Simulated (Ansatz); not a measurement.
# A computed series for TaN: response to strain

Take TaN (space group P-6m2, No. 187; a = 2.9362 Å, c = 2.8849 Å) as the base. Axes: x lies along a and z along c of the hexagonal cell.

Strains are applied to the cell and any free atomic positions relax; under biaxial strain the out-of-plane vector relaxes too; under stress the whole cell relaxes.

Method: DFT with r2SCAN, PAW potentials and a 500 eV plane-wave cutoff in Ansatz (a program for electronic structure), spin-orbit coupling left out, earlier PAW set.

Notes on the quantities. energy relative to the base: free energy F.

```csv
case,space group,energy relative to the base,volume per atom
base,P-6m2 (No. 187),0 meV/atom,10.77 Å³
"biaxial strain −0.69 %, plane normal [001], relaxed out of plane",P-6m2 (No. 187),–,10.65 Å³
isotropic strain −1.81 %,P-6m2 (No. 187),+38 meV/atom,10.20 Å³
isotropic strain +4.89 %,P-6m2 (No. 187),+0.223 eV/atom,12.43 Å³
uniaxial strain ε_xx = −1.84 %,Amm2 (No. 38),+8.1 meV/atom,10.57 Å³
uniaxial strain ε_zz = +3.29 %,P-6m2 (No. 187),+29 meV/atom,11.12 Å³
"uniaxial stress, 1 GPa compression along z",P-6m2 (No. 187),0.0 meV/atom,10.76 Å³
"uniaxial stress, 5 GPa tension along z",P-6m2 (No. 187),+1.1 meV/atom,10.81 Å³
"uniaxial stress, 1 GPa tension along x",Amm2 (No. 38),+0.1 meV/atom,10.78 Å³
tensor shear ε_xy = +0.30 %,Pm (No. 6),+0.3 meV/atom,10.77 Å³
```

A case with no gap was solved on a k-mesh chosen for an insulator, which is coarse for it. Beyond what the load breaks, stability against distortions was not tested. The final runs are not spin-polarised. This is not the structure that TaN has at room temperature and ambient pressure.
